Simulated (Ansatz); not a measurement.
**Effect of Cd → Al on CdTe**

The reference is CdTe in the zinc blende structure (space group F-43m, No. 216; a = 6.489 Å).

Now apply this change: Al takes the place of Cd on all its sites, then cell and atoms are relaxed.

Level of theory: PBEsol, PAW, 420 eV (Ansatz, a first-principles code; spin-orbit coupling left out). Γ-centred 13×13×13 mesh, Fermi–Dirac width 0.05 eV, for the changed cell.

```csv
quantity,base,changed,shift
density,5.83 g/cm³,3.86 g/cm³,-1.97 g/cm³
space group,F-43m (No. 216),F-43m (No. 216),–
shortest interatomic distance,2.810 Å,2.784 Å,-0.026 Å
band gap,0.65 eV,zero,–
```

Final structure:

```yaml
crystal:
  lattice:
    - [0.00000, 3.21456, 3.21456]
    - [3.21456, 0.00000, 3.21456]
    - [3.21456, 3.21456, 0.00000]
  atoms:
    - { symbol: Te, position: [0.25000, 0.25000, 0.25000] }
    - { symbol: Al, position: [0.00000, 0.00000, 0.00000] }
```

With Te present, leaving out spin-orbit coupling can change the band edges. Stability against distortions was not tested. As relaxed here, AlTe is a hypothetical phase, not in the database extracts checked. All final runs are without spin polarisation. An odd electron count without spin: AlTe.
